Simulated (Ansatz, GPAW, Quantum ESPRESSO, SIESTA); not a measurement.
**Code comparison for ScGa5Fe (P4/mmm, 7 atoms in the cell)**

Self-consistent single point.

```xyz
7
Lattice="4.1175 0.0000 0.0000 0.0000 4.1175 0.0000 0.0000 0.0000 6.6047" Properties=species:S:1:pos:R:3 pbc="T T T"
Sc     0.0000     0.0000     0.0000
Ga     0.0000     2.0587     2.0213
Ga     0.0000     2.0587     4.5834
Ga     2.0587     0.0000     2.0213
Ga     2.0587     0.0000     4.5834
Ga     2.0587     2.0587     0.0000
Fe     0.0000     0.0000     3.3024
```

Shared settings, as Ansatz (an electronic-structure program) writes them: kpoints.mp_grid.grid = 6 6 4; scf.occupations.method = gaussian; scf.occupations.width = 0.2 eV. Potentials and cutoffs stand in the table.

| code | model | pressure (GPa) | largest force (eV/Å) | cutoff |
|---|---|---|---|---|
| Ansatz | PBEsol, PAW files made with PBE | -2.06 | 0.048 | 420 eV |
| SIESTA | GGA PBEsol, numerical atomic orbitals DZP, PseudoDojo PBEsol standard norm-conserving potentials (rewritten from UPF to PSML) | -0.68 | 0.172 | grid 400 Ry |
| Quantum ESPRESSO | PBEsol, PseudoDojo standard norm-conserving (PBESOL) pseudopotentials | -1.89 | 0.053 | 90 Ry |
| GPAW | PBEsol, GPAW PAW datasets PBEsol (made by gpaw-setup) | -1.13 | 0.128 | 850 eV |

On Ansatz's run: spin polarisation is off.

The spread over the programs that give each value: pressure within 1.38 GPa; largest force within 0.124 eV/Å.

SIESTA uses small atom-centred bases, whose incompleteness enters pressures, forces and empty levels differently from a plane-wave cutoff. Ansatz's pressure is given at a fixed set of plane waves, as the other plane-wave codes print theirs; with its correction for the finite basis it is -2.01 GPa. In the pressure, SIESTA (by 1.21) lies more than 1 GPa from the median of the plane-wave programs. In the force vectors, SIESTA (by 0.119) lies more than 0.08 eV/Å from the median of the plane-wave programs.

On the base mesh (5 5 3) the same programs gave: Ansatz pressure -2.05 GPa; Quantum ESPRESSO pressure -1.88 GPa; GPAW pressure -1.13 GPa; SIESTA pressure -0.66 GPa.

The starting cell comes from a database of computed structures (which also holds hypothetical and non-ambient phases and stackings), without a prior relaxation at this level. Its lattice was rescaled by a random factor within 2.5 % of one.

Left out of this page: CP2K (on another mesh); Elk (not drawn, or without a comparable value).

Keys are those of Ansatz 0.2.
